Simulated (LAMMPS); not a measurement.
Melts of Cu (fcc) with 75 % of Cu sites Zr cooled to 300 K at several rates.

Level of theory: classical MD, pair style eam/fs, file CuZr_mm.eam.fs; code LAMMPS.

```json
[
 {"cooling rate (K/s)": "1e+12", "state": "glass", "density": "6.68 g/cm³ (one sample)", "coordination number of Cu by Zr": "9.2 (counted to 3.78 Å)", "rough cost": "110 core-minutes"},
 {"cooling rate (K/s)": "1e+13", "state": "glass", "density": "6.68 g/cm³ (one sample)", "coordination number of Cu by Zr": "8.8 (counted to 3.70 Å)", "rough cost": "15 core-minutes"},
 {"cooling rate (K/s)": "1e+14", "state": "glass", "density": "6.69 g/cm³ (one sample)", "coordination number of Cu by Zr": "9.0 (counted to 3.74 Å)", "rough cost": "2.6 core-minutes"}
]
```

Costs are rough and include melting and analysis.
